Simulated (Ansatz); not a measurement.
Predicting a run: zincblende ZnS (F-43m), hydrostatic pressure (both signs)

Cell and atoms relaxed with PBEsol to each stress σ (compression positive); gaps by PBEsol with spin-orbit coupling, rigid bands (plane waves, PAW; Ansatz, a quantum-chemistry and plane-wave program). Unloaded cell: a = 3.787 Å, b = 3.787 Å, c = 3.787 Å, α = 60.00°, β = 60.00°, γ = 60.00°.

```tsv
σ (GPa)	ln(V/V₀) (%)	gap (eV)
0	0	2.067
-2.00	2.70	1.952
5.00	-5.58	2.311
10.00	-10.11	2.513
```

Problem. Fit E_g = 2.067 eV + aσ + bσ² and ε = cσ + dσ² to the loaded rows by least squares.

Solution. a = 0.0542 eV/GPa, b = -9.64e-04 eV/GPa²; c = -1.26 %/GPa, d = 0.0248 %/GPa².

Problem. One run was withheld, at σ = 2.00 GPa. Predict its gap and its ln(V/V₀), then set them beside the run.

Solution. E_g = 2.067 + (0.0542)(2.00) + (-9.64e-04)(2.00)² = 2.172 eV and ε = (-1.26)(2.00) + (0.0248)(2.00)² = -2.42 %. The run gave 2.170 eV and -2.39 %, misses of 0.002 eV and 0.03 percentage points.

Gaps are resolved to about 0.01 eV; third decimals are kept for the arithmetic. Every relaxation keeps the zincblende phase (space group F-43m under this load), so a transition, a distortion that breaks the symmetry or fracture can't show.
